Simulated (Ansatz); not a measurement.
The starting structures come from a database of crystals and need not be the phases stable at ambient conditions.

Inside the gap of an insulator the Bloch states are evanescent, with a wavenumber k + iκ along the transport direction.

Given:

```yaml
crystal:
  lattice:
    - [5.63351, 0.00000, 0.00000]
    - [-2.81675, 4.87876, 0.00000]
    - [2.81676, 1.62625, 4.02582]
  atoms:
    - { symbol: B, position: [0.88494, 0.19356, 0.92150] }
    - { symbol: B, position: [0.11506, 0.80644, 0.07850] }
    - { symbol: B, position: [0.88494, 0.69138, 0.92150] }
    - { symbol: B, position: [0.11506, 0.30862, 0.07850] }
    - { symbol: B, position: [0.38712, 0.19356, 0.92150] }
    - { symbol: B, position: [0.61288, 0.80644, 0.07850] }
    - { symbol: B, position: [0.33582, 0.00593, 0.65824] }
    - { symbol: B, position: [0.66417, 0.99406, 0.34176] }
    - { symbol: B, position: [0.33582, 0.32989, 0.65824] }
    - { symbol: B, position: [0.66417, 0.67011, 0.34176] }
    - { symbol: B, position: [0.01187, 0.00593, 0.65824] }
    - { symbol: B, position: [0.98813, 0.99406, 0.34176] }
    - { symbol: C, position: [0.78028, 0.39014, 0.82958] }
    - { symbol: C, position: [0.21972, 0.60986, 0.17042] }
    - { symbol: C, position: [0.00000, 0.50000, 0.50000] }
```

Space group of this cell: R-3m. The cell is taken as given.

Transport runs along the normal of the first two printed cell vectors, the (001) plane of the conventional cell.

The gap is the functional's own. No spin-orbit coupling. Mid-gap values are interpolated on the energy grid.

Task: Estimate the band gap and the smallest decay constant κ at mid-gap that r2SCAN (Ansatz, a quantum-chemistry and plane-wave program) returns for this system.

Result: Gap 1.81 eV on a 8×8×8 mesh; κ = 0.234 1/Å, at the zone centre.
